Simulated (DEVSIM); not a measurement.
System: isotype n-n heterojunction Al0.15Ga0.85As/GaAs, at 300 K.

```
layer (left to right)        material  thickness (μm)  Nd (cm⁻³)   τn (s)   τp (s)
---------------------  --------------  --------------  ---------  -------  -------
1                      Al0.15Ga0.85As            2.80     4.8e16  4.7e-10  4.7e-10
2                                GaAs           0.130       2e15  4.7e-10  4.7e-10
```

Left contact: ohmic. Right contact: ohmic. Voltage is applied to the left contact. Recombination: SRH at mid-gap, Auger. Mobility is constant in doping.

Constants are typed, rounded textbook-type inputs, not results; the design itself was drawn at random and stands for no fabricated device. Values at 300 K.

```
parameter      Al0.15Ga0.85As    GaAs
-------------  --------------  ------
gap (eV)                1.611   1.424
affinity (eV)          3.9515    4.07
permittivity            12.47    12.9
Nc (cm⁻³)              5.6e17  4.7e17
Nv (cm⁻³)                9e18    9e18
μn (cm²/Vs)              5695    8500
μp (cm²/Vs)               282     400
Cn (cm⁶/s)              1e-30   1e-30
Cp (cm⁶/s)              1e-30   1e-30
```

DEVSIM, 1D drift-diffusion, Boltzmann statistics, complete ionisation; no tunnelling, impact ionisation, image-force lowering or self-heating. Band offsets follow the typed affinities; no thermionic-emission limit at abrupt steps, no polarisation charge.

Question: Give the dark forward current.

Answer: 
```json
[
 {"V (V)": "0.05", "J (A/cm²)": "5600"},
 {"V (V)": "0.15", "J (A/cm²)": "16000"},
 {"V (V)": "0.25", "J (A/cm²)": "26000"},
 {"V (V)": "0.30", "J (A/cm²)": "31000"},
 {"V (V)": "0.40", "J (A/cm²)": "40000"},
 {"V (V)": "0.50", "J (A/cm²)": "48000"},
 {"V (V)": "0.60", "J (A/cm²)": "57000"},
 {"V (V)": "0.65", "J (A/cm²)": "61000"},
 {"V (V)": "0.75", "J (A/cm²)": "69000"},
 {"V (V)": "0.85", "J (A/cm²)": "77000"},
 {"V (V)": "0.95", "J (A/cm²)": "84000"},
 {"V (V)": "1.00", "J (A/cm²)": "88000"},
 {"V (V)": "1.10", "J (A/cm²)": "96000"},
 {"V (V)": "1.20", "J (A/cm²)": "100000"}
]
```
